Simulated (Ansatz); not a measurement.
# Mg: energy against strain

Mg (hcp, P6_3/mmc, 22.538 Å³/atom at rest, c along z) under a strain ε along c (axis z), the other axes held. PBEsol in Ansatz, a plane-wave DFT program (PAW, default set), 420 eV, 21×21×11 Γ-centred mesh, Fermi-Dirac smearing 0.10 eV; ions are relaxed within the symmetry of each cell.

Here s stands for strain and y for E less E0.

| strain (%) | E less E0 (meV/atom) |
|---|---|
| -3.00 | ? |
| -1.50 | 1.05 |
| -1.00 | 0.44 |
| -0.50 | 0.09 |
| 0.00 | 0.00 |
| 0.50 | 0.15 |
| 1.00 | 0.55 |
| 1.50 | 1.18 |

**Question.** Using a parabola, estimate the missing y at s = -3.00 from the other rows, showing the fit.

**Answer.** Least squares gives y = -0.002 + 0.0479·s + 0.4967·s². Residuals (row less fit): 0.006, -0.007, -0.008, 0.002, 0.004, 0.007, -0.007; standard error 0.008 (degrees of freedom: 4). Twice the quadratic coefficient over the volume, 2 × 0.4967 meV × 10⁴ × 0.1602 / 22.538 Å³, is the elastic constant C33 = 71 ± 0.5 GPa. At the withheld row, y = -0.002 + 0.0479 × (-3.0) + 0.4967 × (-3.0)² = 4.325 meV/atom. The calculation gives 4.54 meV/atom, 0.215 meV/atom above the prediction (4.7 % of the range of y in the table). The row lies outside the fitted rows, so this is an extrapolation. From the scatter of the fitted rows alone, a prediction at this place has a standard error of 0.032 meV/atom, so the miss is 6.7 times that.

One order more, fitted to all 13 runs of the series, follows each within 0.01, so the miss is the next term of a smooth law. In a metal these values are sensitive to mesh and smearing; energies are taken to zero smearing, stresses follow the free energy. Rows are the converged runs of the series near zero and its far end; series whose fitted rows scatter by over a few per cent of the range, as at a crossing or softening among them, aren't shown in this form. Most that stay on the fit to the last digits aren't either.
